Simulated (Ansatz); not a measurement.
The parent structure is AlRu in the CsCl type structure (space group Pm-3m, No. 221; a = 2.9832 Å; relaxed with 0.1 eV smearing). Axes: x, y, z lie along the cube axes.

Calculations: r2SCAN in Ansatz (plane waves to 500 eV, PAW, scalar-relativistic without spin-orbit coupling).

Perturbation: uniaxial strain ε_zz = +1.50 %, all other strain components held at zero, atoms relaxed at fixed cell.

Question: Predict the stress tensor and what it implies for the stiffness.

Answer: Stress of the strained cell less that of the base (GPa, compression positive):
```
   -2.3     0.0     0.0
    0.0    -2.3     0.0
    0.0     0.0    -4.9
```

Then −Δσ_ii/ε with ε = 0.0150 gives secant stiffness values (nonlinear terms included at this strain): C33 ≈ 329 GPa, C13 ≈ 150 GPa and C23 ≈ 150 GPa.

Whether these cells are dynamically stable was not tested. All final runs are without spin polarisation.

Ansatz is an electronic-structure program.
